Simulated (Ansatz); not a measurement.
Consider the following.

```yaml
crystal:
  lattice:
    - [-1.90751, 1.90751, 4.83315]
    - [1.90751, -1.90751, 4.83315]
    - [1.90751, 1.90751, -4.83315]
  atoms:
    - { symbol: Ti, position: [0.75000, 0.25000, 0.50000] }
    - { symbol: Ti, position: [0.00000, 0.00000, 0.00000] }
    - { symbol: O, position: [0.54392, 0.04392, 0.50000] }
    - { symbol: O, position: [0.79392, 0.79392, 0.00000] }
    - { symbol: O, position: [0.20608, 0.20608, 0.00000] }
    - { symbol: O, position: [0.95608, 0.45608, 0.50000] }
```

No spin polarisation.

Method: PBEsol/PAW in Ansatz (a program for electronic structure), spin-orbit coupling left out. Settings: 12×12×12 k-points, 0.05 eV Fermi–Dirac smearing.

Question: Predict the pressure and band gap.

Answer: The pressure (mean of the normal stresses, compression positive) comes out as -6.65 GPa and the band gap is 2.08 eV.

The cells carry an imposed strain or load. Stability against distortions was not tested. The final runs are not spin-polarised. The cell was made from TiO2 in the anatase structure (space group I4_1/amd, No. 141) by this change: isotropic strain +1.20 %.
